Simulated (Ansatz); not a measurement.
**Band gap of LiGeN (P6₃mc, No. 186, 6 atoms in the cell; start mp-1246087) at several levels of theory**

No measured value is used here.

```csv
level (code),value (eV)
LDA (Ansatz),1.48 (indirect)
PBE+SOC (Ansatz),1.50 (indirect)
PBEsol+SOC (Ansatz),?
r²SCAN+SOC (Ansatz),1.82 (indirect)
HSE06+SOC (Ansatz),2.21 (indirect)
PBE0 (Ansatz),?
r²SCAN0 (Ansatz),3.12 (indirect)
```

Task: What belongs in the gaps?

Result: 
- PBEsol+SOC (Ansatz, a program for electronic structure), value (eV): 1.46 (indirect)
- PBE0 (Ansatz), value (eV): 2.87 (indirect)

Computed values are for a static lattice. Levels without +SOC have no spin–orbit coupling; where heavier elements are present it shifts gaps, mostly down, and can invert bands.  Values are at the PBEsol cell. Cutoffs and k meshes differ between the levels. Ansatz's density-functional and Hartree–Fock values are scalar-relativistic unless marked +SOC, with PAW data made under PBE.

A start named mp-… is a Materials Project structure, which need not be a measured phase.
